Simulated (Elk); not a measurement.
```yaml
crystal:
  lattice:
    - [4.05641, 0.00000, 0.00000]
    - [-2.02820, 3.51295, 0.00000]
    - [0.00000, 0.00000, 4.84422]
  atoms:
    - { symbol: Mn, position: [0.66667, 0.33333, 0.75000], spin: 4.0 }
    - { symbol: Mn, position: [0.33333, 0.66667, 0.25000], spin: 4.0 }
    - { symbol: Si, position: [0.33333, 0.66667, 0.75000] }
    - { symbol: Si, position: [0.66667, 0.33333, 0.25000] }
    - { symbol: Ni, position: [0.00000, 0.00000, 0.50000] }
    - { symbol: Ni, position: [0.00000, 0.00000, 0.00000] }
```
(The spins are starting values, not results.)

Method of the run: PBEsol, all-electron FP-LAPW, Elk's shipped species files, APW+lo basis with extra local orbitals in Elk.

The set-up and first iterations of an Elk log for MnSiNi (P6_3/mmc, 6 atoms in the cell):

```
│ Elk code version 10.2.4 │

All units are atomic (Hartree, Bohr, etc.)

│ Ground-state run starting from atomic densities │

Lattice vectors :
   7.665503831      0.2740000000E-07   0.000000000
  -3.832751939       6.638521037       0.000000000
   0.000000000       0.000000000       9.154249087

Unit cell volume      :    465.8378441
Brillouin zone volume :   0.5324818852

Muffin-tin inner radius fraction :   0.1000000000E-01

Nuclei treated as point charges

Species :    1 (Mn)
 parameters loaded from : Mn.in
 name : manganese
 nuclear charge    :   -25.00000000
 electronic charge :    25.00000000
 atomic mass :    100145.9369
 muffin-tin radius :    2.136000000
 number of radial points in muffin-tin :    497
 atomic positions (lattice), magnetic fields (Cartesian) :
   1 :   0.16666667  0.33333333  0.25000000    0.00000000  0.00000000 -2.00000000
   2 :  -0.16666667 -0.33333333 -0.25000000    0.00000000  0.00000000 -2.00000000

   [... lines left out ...]
 using average radius
Maximum |G+k| for APW functions       :    3.852327448
Maximum (1/2)|G+k|²                   :    7.420213383
Maximum |G| for potential and density :    14.00000000
 potential will be trimmed for |G| > 2 gkmax
Constant for pseudocharge density :    7
Radial integration step length :    4

G-vector grid sizes :     35    35    42
Number of G-vectors :    21557

Maximum angular momentum used for
 APW functions                      :    8
 outer part of muffin-tin           :    6
 inner part of muffin-tin           :    3

Total nuclear charge    :   -134.0000000
Total core charge       :    64.00000000
Total valence charge    :    70.00000000
Total excess charge     :    0.000000000
Total electronic charge :    134.0000000

Effective Wigner radius, rₛ :   0.9397531422

Number of empty states         :   24
Total number of valence states :  118
Total number of core states    :   64

Conduction state local-orbitals added automatically
Total number of local-orbitals :  460

Exchange-correlation functional :     22     0     0
 PBEsol, Phys. Rev. Lett. 100, 136406 (2008)
 gradient requirement :    1
 generalised gradient approximation (GGA)

Smearing type :    0
 Gaussian
Smearing width :   0.4997910000E-02
Effective electronic temperature (K) :    1578.215154

Mixing type :    3
 Broyden mixing, J. Phys. A: Math. Gen. 17, L317 (1984)

Kohn-Sham potential initialised from atomic data
│ Self-consistent loop started │
│ Loop number : 1 │
 total energy                :     -5951.63272646
 total moment                :    5.043662118
│ Loop number : 2 │
 total energy                :     -5950.61112261
 total moment                :    5.041739641
RMS change in Kohn-Sham potential (target) :    2.463911680     (  0.1000000000E-05)
Absolute change in total energy (target)   :    1.021603851     (  0.1000000000E-03)
│ Loop number : 3 │
 total energy                :     -5960.36146899
 total moment                :    4.755944557
RMS change in Kohn-Sham potential (target) :    2.426020611     (  0.1000000000E-05)
Absolute change in total energy (target)   :    9.494945417     (  0.1000000000E-03)
│ Loop number : 4 │
 total energy                :     -5959.22126763
 total moment                :   -1.195520013
RMS change in Kohn-Sham potential (target) :    1.575842126     (  0.1000000000E-05)
Absolute change in total energy (target)   :    1.233535000     (  0.1000000000E-03)
│ Loop number : 5 │
 total energy                :     -5939.02338460
 total moment                :   -6.008266239
RMS change in Kohn-Sham potential (target) :   0.6536152258     (  0.1000000000E-05)
Absolute change in total energy (target)   :    19.88949928     (  0.1000000000E-03)
│ Loop number : 6 │
 total energy                :     -5936.35966922
 total moment                :   -6.417696994
RMS change in Kohn-Sham potential (target) :   0.1942880754     (  0.1000000000E-05)
   [... lines left out ...]
```

How does the run end?

The run converged in 26 iterations. Its thresholds were met; that alone does not show that basis and mesh suffice. It ends on: total energy -161458.0493 eV; Fermi level (on the code's own zero) 10.52 eV; size of the cell's spin moment 4.13 μB; site moments (μB, in the program's spheres or projections) Mn -1.88, Mn -1.88, Si 0.04, Si 0.04, Ni -0.15, Ni -0.15. The log goes on:

```
RMS change in Kohn-Sham potential (target) :   0.8951710001E-04 (  0.1000000000E-05)
Absolute change in total energy (target)   :   0.9631542292E-02 (  0.1000000000E-03)
   [... lines left out ...]
Absolute change in total energy (target)   :   0.4061711734E-03 (  0.1000000000E-03)
│ Loop number : 24 │
 total energy                :     -5933.47393433
 total moment                :   -4.128967425
RMS change in Kohn-Sham potential (target) :   0.1638660039E-05 (  0.1000000000E-05)
Absolute change in total energy (target)   :   0.8296345914E-04 (  0.1000000000E-03)
│ Loop number : 25 │
 total energy                :     -5933.47391351
 total moment                :   -4.129372723
RMS change in Kohn-Sham potential (target) :   0.9601643907E-06 (  0.1000000000E-05)
Absolute change in total energy (target)   :   0.4156004889E-04 (  0.1000000000E-03)
Convergence targets achieved

│ Loop number : 26 │

Energies :
 Fermi                       :     0.386772423202
 xc effective B-field        :    -0.142559913351
 external B-field            :      0.00000000000
 total energy                :     -5933.47387005
 (external B-field energy excluded from total)

Density of states at Fermi energy :    118.7901669
 (states/Hartree/unit cell)

Estimated indirect band gap :   0.1935774447E-02
 from k-point     18 to k-point      2
Estimated direct band gap   :   0.3188036204E-02
 at k-point      2

Charges :
 core                        :    64.00000000
 valence                     :    70.00000000
 interstitial                :    10.23275259
 muffin-tins (core leakage)
  species :    1 (Mn)
   atom    1                 :    23.46918551     (  0.1028528374E-09)
   atom    2                 :    23.46918551     (  0.1028528374E-09)
  species :    2 (Si)
   [... lines left out ...]
 muffin-tins
  species :    1 (Mn)
   atom    1                 :   -1.879235902
   atom    2                 :   -1.879235902
  species :    2 (Si)
   atom    1                 :   0.4233982175E-01
   atom    2                 :   0.4233982175E-01
  species :    3 (Ni)
   atom    1                 :  -0.1529264307
   atom    2                 :  -0.1529264307
 total in muffin-tins        :   -3.979645022
 total moment                :   -4.129782163

│ Self-consistent loop stopped │
```

For comparison: a first run (DFT, LDA (PW92), all-electron FP-LAPW, Elk's shipped species files, APW+lo basis with extra local orbitals) was changed to give this one (xctype: 3 → 22), and from it to this one the size of the net moment goes from 0.60 to 0.69 μB/atom.

The starting cell comes from a database of computed structures (which also holds hypothetical and non-ambient phases and stackings), without a prior relaxation at this level. The magnetic order is the one reached from the typed start; others were not searched systematically. Values depend on the basis (sphere radii, cutoffs, local orbitals), which need not be converged. The log's line on a gap gives a spacing of levels on this mesh, which the program prints for metals too.

The run was DFT, PBEsol, all-electron FP-LAPW, Elk's shipped species files, APW+lo basis with extra local orbitals. Main settings of its input:

```
key               value
--------  -------------
xctype               22
spinpol            true
rgkmax                8
stype                 0
swidth    0.00499791 Ha
ngridk            6 6 5
reducebf            0.5
gmaxvr        14 1/bohr
nxlo                  2
lorbcnd            true
rmtscf             0.89
lmaxi                 3
```
